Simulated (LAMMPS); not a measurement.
Size effects in liquid CdTe (zinc blende) at 1490 K and zero pressure.

Model: classical MD, pair style sw, file CdTeZnSeHgS0.sw (LAMMPS).

```csv
atoms,volume,"first peak of g(r), Cd-Te",D(Cd),D(Te),rough cost (core-seconds per simulated ps)
64,36.31 ± 0.08 Å³/atom,"2.91 Å, height 3.9",(3.8 ± 0.6) × 10^-5 cm²/s,(4.5 ± 0.5) × 10^-5 cm²/s,0.08
216,36.47 ± 0.06 Å³/atom,"2.93 Å, height 4.0",(5.60 ± 0.08) × 10^-5 cm²/s,(4.7 ± 0.6) × 10^-5 cm²/s,0.3
4096,36.57 ± 0.04 Å³/atom,"2.93 Å, height 3.9",(5.59 ± 0.05) × 10^-5 cm²/s,(4.87 ± 0.10) × 10^-5 cm²/s,4
17576,36.57 ± 0.02 Å³/atom,"2.93 Å, height 3.9",(6.07 ± 0.07) × 10^-5 cm²/s,(5.21 ± 0.06) × 10^-5 cm²/s,10
```

Periodic images slow diffusion in small cells, by a term that falls as 1/L. Costs are rough.

Caution: the real compound melts congruently only under the pressure of its own vapour and loses its more volatile element when open.

Caution: this liquid lies under the melting point of about 1610 K that CdTeZnSeHgS0.sw gives, so it is undercooled.

Errors of D are the spread over four groups of atoms in one short run; a floor of about 5 %, a picked value, is safer.

The ± values are statistical; the model's systematic error is not in them.
